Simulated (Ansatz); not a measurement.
Sensitivity of a calculation on Bi2Te3 (R-3m, 5 atoms in the cell) to its settings

```yaml
crystal:
  lattice:
    - [2.19979, 1.27005, 10.70727]
    - [-2.19979, 1.27005, 10.70727]
    - [0.00000, -2.54010, 10.70727]
  atoms:
    - { symbol: Bi, position: [0.60317, 0.60317, 0.60317] }
    - { symbol: Bi, position: [0.39683, 0.39683, 0.39683] }
    - { symbol: Te, position: [0.78319, 0.78319, 0.78319] }
    - { symbol: Te, position: [0.21681, 0.21681, 0.21681] }
    - { symbol: Te, position: [0.00000, 0.00000, 0.00000] }
```

Base run A: HSE06, PAW files made with PBE (Ansatz, a program for electronic structure), self-consistent single point.

Its settings: basis.ecutwfc = 30.9 Ry; kpoints.mp_grid.grid = 3 3 3; hamiltonian.xc = hse06; hamiltonian.pseudopotentials = {kind: paw} (the program's default PAW files); scf.occupations.method = gaussian; scf.occupations.width = 0.0037 Ry.

The starting cell comes from a database of computed structures (which also holds hypothetical and non-ambient phases and stackings), without a prior relaxation at this level. Its lattice was rescaled by a random factor within 2.5 % of one. Spin-orbit coupling is off. Ansatz's pressure includes its estimate of the finite-basis (Pulay) stress.

ΔF is the free energy per atom less that of run A. A dash stands where there is no value to compare (another energy zero or no entropy term, no result, no spin, no clean gap, or a mesh too coarse for one). Total energies depend on the potentials, the functional and any Hubbard or dispersion term, so they are compared only between runs that share all of them.

```json
[
 {"run": "A", "change": "base", "ΔF (meV/atom)": "0.00", "pressure (GPa)": "-0.24", "largest force (eV/Å)": "0.259", "gap on the mesh (eV)": "1.042"},
 {"run": "B", "change": "hamiltonian.xc: hse06 → pbe [PBE]", "ΔF (meV/atom)": "–", "pressure (GPa)": "1.27", "largest force (eV/Å)": "0.063", "gap on the mesh (eV)": "0.613"},
 {"run": "C", "change": "hamiltonian.xc: hse06 → pbe0 [PBE0]", "ΔF (meV/atom)": "–", "pressure (GPa)": "-0.28", "largest force (eV/Å)": "0.288", "gap on the mesh (eV)": "1.641"},
 {"run": "D", "change": "scf.convergence.dr2_threshold: default (1e-07 eV) → 1e-12 eV", "ΔF (meV/atom)": "0.00", "pressure (GPa)": "-0.24", "largest force (eV/Å)": "0.259", "gap on the mesh (eV)": "1.042"},
 {"run": "E", "change": "scf.mixing.preconditioner: default (the program chose none) → ldos", "ΔF (meV/atom)": "0.00", "pressure (GPa)": "-0.24", "largest force (eV/Å)": "0.259", "gap on the mesh (eV)": "1.042"},
 {"run": "F", "change": "scf.mixing.algorithm: default (the program chose MSR1) → broyden; scf.mixing.beta: default → 0.02", "ΔF (meV/atom)": "0.00", "pressure (GPa)": "-0.24", "largest force (eV/Å)": "0.260", "gap on the mesh (eV)": "1.042"}
]
```

Run C against A: The pressure hardly changes (-0.24 to -0.28 GPa), the largest force goes from 0.259 to 0.288 eV/Å and the gap on the mesh goes from 1.042 to 1.641 eV.

Run D against A: The free energy stays essentially unchanged (within 1 meV/atom), the pressure stays at -0.24 GPa, the largest force stays at 0.259 eV/Å and the gap on the mesh stays at 1.042 eV.

Run B against A: The pressure goes from -0.24 to 1.27 GPa, the largest force goes from 0.259 to 0.063 eV/Å and the gap on the mesh goes from 1.042 to 0.613 eV.

Keys are those of Ansatz 0.2.
